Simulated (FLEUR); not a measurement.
Band structure of Cd2Hg (I4/mmm, 3 atoms in the cell).

```
Cd2Hg
1.0
   -1.98552     1.98552     4.24067
    1.98552    -1.98552     4.24067
    1.98552     1.98552    -4.24067
Cd Hg
2 1
Direct
  0.33421   0.33421   0.00000
  0.66579   0.66579   0.00000
  0.00000   0.00000   0.00000
```

Level of theory: FLEUR with PBEsol, all-electron FLAPW (FLEUR), scalar-relativistic valence.

Settings: Kmax = 4.1 1/bohr; GmaxXC = 16.4 1/bohr; xcFunctional = PBEs; jspins = 1; l_soc = F; mode = hist; fermiSmearingEnergy = 0.00999582 Htr; mesh (inpgen div1-3) = 10 10 10; inpgen gamma flag = true; Gmax = 16.4 1/bohr; numbands = 0; maxIterBroyd = 15; imix = Anderson; alpha = 0.05.

The starting cell comes from a database of computed structures (which also holds hypothetical and non-ambient phases and stackings), without a prior relaxation at this level. Its lattice was rescaled by a random factor within 2.5 % of one. Spin-orbit coupling is off. Values depend on the basis (sphere radii, cutoffs, local orbitals), which need not be converged.

Levels in eV from the Fermi level, bands 24 to 31:
| point | 24 | 25 | 26 | 27 | 28 | 29 | 30 | 31 |
|---|---|---|---|---|---|---|---|---|
| Γ | -7.15 | -6.84 | 1.30 | 1.52 | 3.55 | 4.12 | 4.33 | 4.33 |
| X | -6.84 | -3.25 | -2.73 | -1.11 | -1.04 | 0.43 | 0.88 | 5.96 |
| Y | -6.90 | -3.60 | -2.40 | -2.35 | -2.12 | 2.31 | 2.58 | 6.24 |
| S | -6.88 | -5.21 | -4.30 | -4.24 | 3.60 | 4.81 | 5.73 | 5.79 |
| Z | -6.82 | -6.27 | -6.07 | 1.13 | 1.13 | 2.28 | 6.63 | 10.47 |
| S1 | -6.88 | -5.21 | -4.30 | -4.24 | 3.60 | 4.81 | 5.73 | 5.79 |
| N | -6.82 | -5.41 | -5.07 | -1.13 | 0.77 | 5.39 | 5.75 | 6.40 |
| P | -6.84 | -3.26 | -1.90 | -1.71 | -1.71 | 1.60 | 1.72 | 3.79 |
| Y1 | -6.90 | -3.60 | -2.40 | -2.35 | -2.12 | 2.31 | 2.58 | 6.24 |
